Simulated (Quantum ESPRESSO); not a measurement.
Input and output of a self-consistent single point for Li3CrO4 (Cmc2_1, 16 atoms in the cell) (Quantum ESPRESSO).

Method of the run: PBEsol+U, GBRV 1.5 ultrasoft (PBESOL) pseudopotentials (plane waves; Quantum ESPRESSO 7.5).

The change in words: lattice scaled by 0.97. Reference geometry:
```yaml
crystal:
  lattice:
    - [3.04586, 4.02753, 0.00000]
    - [-3.04586, 4.02753, 0.00000]
    - [0.00000, 0.00000, 6.23464]
  atoms:
    - { symbol: Li, position: [0.74221, 0.25875, 0.75112] }
    - { symbol: Li, position: [0.25779, 0.74125, 0.25112] }
    - { symbol: Li, position: [0.25875, 0.74221, 0.75112] }
    - { symbol: Li, position: [0.74125, 0.25779, 0.25112] }
    - { symbol: Li, position: [0.22750, 0.22750, 0.01363] }
    - { symbol: Li, position: [0.77250, 0.77250, 0.51363] }
    - { symbol: Cr, position: [0.75241, 0.75241, 0.05901], spin: 3.0 }
    - { symbol: Cr, position: [0.24759, 0.24759, 0.55901], spin: 3.0 }
    - { symbol: O, position: [0.47456, 0.02406, 0.73591] }
    - { symbol: O, position: [0.52544, 0.97594, 0.23591] }
    - { symbol: O, position: [0.02406, 0.47456, 0.73591] }
    - { symbol: O, position: [0.97594, 0.52544, 0.23591] }
    - { symbol: O, position: [0.54549, 0.54549, 0.97666] }
    - { symbol: O, position: [0.45451, 0.45451, 0.47666] }
    - { symbol: O, position: [0.03970, 0.03970, 0.47525] }
    - { symbol: O, position: [0.96030, 0.96030, 0.97525] }
```
(The spins are starting values, not results.)

Reference input (self-consistent single point, DFT, PBEsol+U, plane waves, GBRV 1.5 ultrasoft (PBESOL) pseudopotentials): ecutwfc = 50 Ry; ecutrho = 400 Ry; occupations = smearing; smearing = gauss; degauss = 0.000734986 Ry; nspin = 2; K_POINTS = automatic 3 3 3 0 0 0; HUBBARD = atomic; U Cr-3d 3.7 eV; conv_thr = 1e-10 Ry; mixing_beta = 0.3. This run's input differs from it in these lines:

```diff
@@ -11,5 +11,5 @@
    ibrav = 9
-   celldm(1) = 11.5116824279
-   celldm(2) = 1.322296822572
-   celldm(3) = 1.023461025786
+   celldm(1) = 11.1663311992
+   celldm(2) = 1.322296888391
+   celldm(3) = 1.023461118761
    nat = 16
```

The program printed (abridged):

```
     Self-consistent Calculation

     iteration #  1     ecut=    50.00 Ry     beta= 0.30

---- Real-time Memory Report at c_bands before calling an iterative solver
           469 MiB given to the printing process from OS
           206 MiB allocation reported by mallinfo(arena+hblkhd)
------------------

     =================== HUBBARD OCCUPATIONS ===================
     ------------------------ ATOM    7 ------------------------
     Tr[ns(  7)] (up, down, total) =   2.04166  0.81837  2.86003
     Atomic magnetic moment for atom   7 =   1.22329
     SPIN  1
     eigenvalues:
       0.235  0.291  0.320  0.359  0.837
     SPIN  2
   [... lines left out ...]
     atom   6 (R=0.137)  charge=  2.1067  magn=  0.0032
     atom   7 (R=0.118)  charge=  9.9120  magn=  0.8541
     atom   8 (R=0.118)  charge=  9.9120  magn=  0.8541
     atom   9 (R=0.118)  charge=  4.6870  magn=  0.0063
     atom  10 (R=0.118)  charge=  4.6870  magn=  0.0063
     atom  11 (R=0.118)  charge=  4.6870  magn=  0.0063
     atom  12 (R=0.118)  charge=  4.6870  magn=  0.0063
     atom  13 (R=0.118)  charge=  4.6764  magn= -0.0614
     atom  14 (R=0.118)  charge=  4.6764  magn= -0.0614
     atom  15 (R=0.118)  charge=  4.6748  magn= -0.0585
     atom  16 (R=0.118)  charge=  4.6748  magn= -0.0585
     End of self-consistent calculation

     the Fermi energy is     6.8053 ev

!    total energy              =    -695.41236587 Ry
     estimated scf accuracy    <          4.1E-11 Ry
     smearing contrib. (-TS)   =      -0.00000000 Ry
     internal energy E=F+TS    =    -695.41236587 Ry

     Hubbard energy            =       0.58827773 Ry

     total magnetization       =     2.00 Bohr mag/cell
     absolute magnetization    =     2.84 Bohr mag/cell

     convergence has been achieved in  22 iterations

     negative rho (up, down):  2.858E-04 3.367E-03

     Forces acting on atoms (cartesian axes, Ry/au):

     atom    1 type  1   force =     0.00096555   -0.00032904    0.00129074
     atom    2 type  1   force =    -0.00096555    0.00032904    0.00129074
   [... lines left out ...]
     Total force =     0.107781     Total SCF correction =     0.000007
   [... lines left out ...]

     negative rho (up, down):  2.858E-04 3.367E-03
          total   stress  (Ry/bohr**3)                   (kbar)     P=       54.91
   0.00036680   0.00000000   0.00000000           53.96        0.00        0.00
   0.00000000   0.00044162   0.00000000            0.00       64.97        0.00
   0.00000000   0.00000000   0.00031147            0.00        0.00       45.82

   JOB DONE.
```

The run converged in 22 iterations. Against the reference run the free energy falls by 6.4 meV/atom, the pressure goes from -7.40 to 5.49 GPa, the largest force goes from 0.756 to 0.945 eV/Å, the gap on the mesh goes from 0.815 to 0.894 eV and the size of the net moment stays at 0.12 μB/atom.

The starting cell comes from a database of computed structures (which also holds hypothetical and non-ambient phases and stackings), without a prior relaxation at this level. Its lattice was rescaled by a random factor within 2.5 % of one. For this run, on top of that: lattice scaled by 0.97. The magnetic order is the one reached from the typed start; others were not searched systematically. With U or open f shells several self-consistent states can exist.

Cost on one core of a shared machine: roughly 3 min.
